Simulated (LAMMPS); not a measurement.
One fault surface with several potentials: a slab of Mo (bcc) cut on the (-110) plane, one half shifted rigidly along [111] and [11-2] of the cubic cell, atoms relaxed along the normal alone.

The levels:
- MEAM MoCoNiVFeAlCr_2nn.meam: classical force field (static), pair style meam, file MoCoNiVFeAlCr_2nn.meam (LAMMPS); Wang, J., Kwon, H., Kim, H.S. et al. A neural network model for high entropy alloy design. npj Comput Mater 9, 60 (2023).
- SNAP Mo_Zuo_JPCA2020.quadratic.snap: machine-learned potential (static), pair style snap, file Mo_Zuo_JPCA2020.quadratic.snap (LAMMPS); Y. Zuo, C. Chen, X, Li, Z. Deng, Y. Chen, J. Behler, G. Csányi, A. V. Shapeev, A. P. Thompson, M. A. Wood, S. P. Ong, "Performance and Cost Assessment of Machine Learning Interatomic Potentials" J. Phys. Chem. A 124, 4, 731-745 (2020)
- SNAP Mo_Zuo_JPCA2020.snap: machine-learned potential (static), pair style snap, file Mo_Zuo_JPCA2020.snap (LAMMPS); Y. Zuo, C. Chen, X, Li, Z. Deng, Y. Chen, J. Behler, G. Csányi, A. V. Shapeev, A. P. Thompson, M. A. Wood, S. P. Ong, "Performance and Cost Assessment of Machine Learning Interatomic Potentials" J. Phys. Chem. A 124, 4, 731-745 (2020)

```json
[
 {"potential": "MEAM MoCoNiVFeAlCr_2nn.meam", "largest along the first shift": "1030 mJ/m²", "largest on the surface": "2470 mJ/m²"},
 {"potential": "SNAP Mo_Zuo_JPCA2020.quadratic.snap", "largest along the first shift": "1420 mJ/m²", "largest on the surface": "2840 mJ/m²"},
 {"potential": "SNAP Mo_Zuo_JPCA2020.snap", "largest along the first shift": "1350 mJ/m²", "largest on the surface": "2830 mJ/m²"}
]
```
